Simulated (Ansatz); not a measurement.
The reference is BP in the zinc blende structure (space group F-43m, No. 216; a = 4.5202 Å).

The other end (x = 1) is LiP in the zinc blende structure (space group F-43m, No. 216; a hypothetical phase, not in the database extracts checked): 20.18 Å³/atom, gap zero; this end may not be an ambient phase.

Calculations: Ansatz (a program for electronic structure) PBEsol, no SOC.

Li replaces a fraction x of B; each row is one arrangement (x, atoms in the cell, starting space group or random), fully relaxed.

One change was made to it. Results:

```csv
quantity,base,after
band gap,1.11 eV,zero
mean first-shell distances,–,"B–P 1.967 Å (end compound 1.957 Å), Li–P 2.288 Å (end compound 2.358 Å)"
mixing energy (to 0.01 eV only: unlike meshes or grids) (against an end that may be hypothetical),–,+0.05 eV/atom
deviation of the volume from the linear (Vegard-type) interpolation,–,-5.9 %
```

Question: What was done to the base?
(A) x(Li) = 0.25, 8 atoms, I-42m
(B) x(Li) = 0.25, 8 atoms, P-4m2
(C) x(Li) = 0.75, 8 atoms, P-4m2

Answer: A, x(Li) = 0.25, 8 atoms, I-42m. For comparison, the mixing energy in the other runs: x(Li) = 0.25, 8 atoms, P-4m2 gives -0.19 eV/atom; x(Li) = 0.75, 8 atoms, P-4m2 gives -0.61 eV/atom.

Each cell is one ordered arrangement of few atoms, which overstates ordering effects compared with a random alloy. Whether these cells are dynamically stable was not tested. The final runs are not spin-polarised. Under x(Li) = 0.25, 8 atoms, P-4m2 and x(Li) = 0.75, 8 atoms, P-4m2 the cell changed shape so far that it is another structure.
